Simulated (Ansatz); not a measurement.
The parent structure is GaN in the zinc blende structure (space group F-43m, No. 216).

```
GaN
1.0
    0.00000     2.24914     2.24914
    2.24914     0.00000     2.24914
    2.24914     2.24914     0.00000
N Ga
1 1
Direct
  0.75000   0.75000   0.75000
  0.00000   0.00000   0.00000
```

The values are results of plane-wave PAW DFT at the PBEsol level (Ansatz, a quantum-chemistry and plane-wave program, 420 eV), scalar-relativistic without spin-orbit coupling, earlier PAW set, not measurements.

Before the change:

| Property | Value |
|---|---|
| Gap between the host's bands | 1.70 eV |
| Gap character | direct at Γ |

The change: 0.0159 electrons added to each cell, a density of 7.0×10^20 cm⁻³, with a uniform compensating background at fixed cell and a 300 K Fermi–Dirac width.

Problem. How does this affect the Fermi level from band edge?

Solution. The Fermi level relative to the doped band's edge (positive inside the band; to 0.05 eV) comes out as +1.10 eV.

Problem. What happens to the gap between the host's bands?

Solution. The gap between the host's bands decreases by 0.01 eV, from 1.70 eV to 1.69 eV.

Problem. How does this affect the gap character?

Solution. The gap character is still direct at Γ.

Carriers are added with a uniform compensating background; total energy and stress of such cells depend on the potential's zero and are not compared; many-body gap narrowing is missing at this level. Whether these cells are dynamically stable was not tested. This is not the structure that GaN has at room temperature and ambient pressure.
